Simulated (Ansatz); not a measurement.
Response to strain in GaSb

Start from GaSb in the zinc blende structure (space group F-43m, No. 216; a = 6.049 Å). Axes: x, y, z lie along the cube axes.

Strains are applied to the cell and any free atomic positions relax.

The values are results of LDA (Ansatz, a program for electronic structure), no spin-orbit coupling, not measurements.

Notes on the quantities. energy relative to the base: free energy F.

```json
[
 {"uniaxial strain ε_zz (%)": "-3", "energy relative to the base (meV/atom)": "6.9"},
 {"uniaxial strain ε_zz (%)": "-2.5", "energy relative to the base (meV/atom)": "4.8"},
 {"uniaxial strain ε_zz (%)": "-2", "energy relative to the base (meV/atom)": "3.1"},
 {"uniaxial strain ε_zz (%)": "-1.5", "energy relative to the base (meV/atom)": "1.7"},
 {"uniaxial strain ε_zz (%)": "-0.5", "energy relative to the base (meV/atom)": "?"},
 {"uniaxial strain ε_zz (%)": "0", "energy relative to the base (meV/atom)": "0.0"}
]
```

Question: Fit ΔE = Aε² + Bε³ (ε in %) to the rows shown and predict the withheld row.

Answer: Least squares on the printed values gives A = 0.772 and B = 0.0015 meV/atom (largest residual 0.0 meV/atom); this predicts 0.2 meV/atom, and the run gives 0.2 meV/atom, in agreement.

No phonon test of stability was made.
